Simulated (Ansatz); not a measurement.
**Fermi-surface data of MoSi₂ (I4/mmm)**

Here is the system:

```yaml
crystal:
  lattice:
    - [-1.60846, 1.60846, 3.93680]
    - [1.60846, -1.60846, 3.93680]
    - [1.60846, 1.60846, -3.93680]
  atoms:
    - { symbol: Si, position: [0.66492, 0.66492, 0.00000] }
    - { symbol: Si, position: [0.33508, 0.33508, 0.00000] }
    - { symbol: Mo, position: [0.00000, 0.00000, 0.00000] }
```

Computed with PBE, rigid bands (plane waves, PAW, scalar-relativistic; Ansatz, an electronic-structure program). Condition of this run: functional PBE, cell relaxed with it. How the cell was made: cell and atoms relaxed with PBE.

```
Quantity                                                             Result
------------------------------------  -------------------------------------
density of states at the Fermi level     0.245 states/(eV·cell), both spins
bare Sommerfeld coefficient                      0.192 mJ/(mol of atoms·K²)
Drude plasma energy                            2.2 (x), 2.2 (y), 2.7 (z) eV
root-mean-square Fermi velocity                                   5.9e5 m/s
resistivity times τ                   106 (x), 106 (y), 68 (z) ×10⁻²² Ω·m·s
```

A metal at this level (no band gap); rigid bands, thermally averaged at 300 K, both spins. Spin-orbit coupling is left out. τ is one relaxation time for all states.
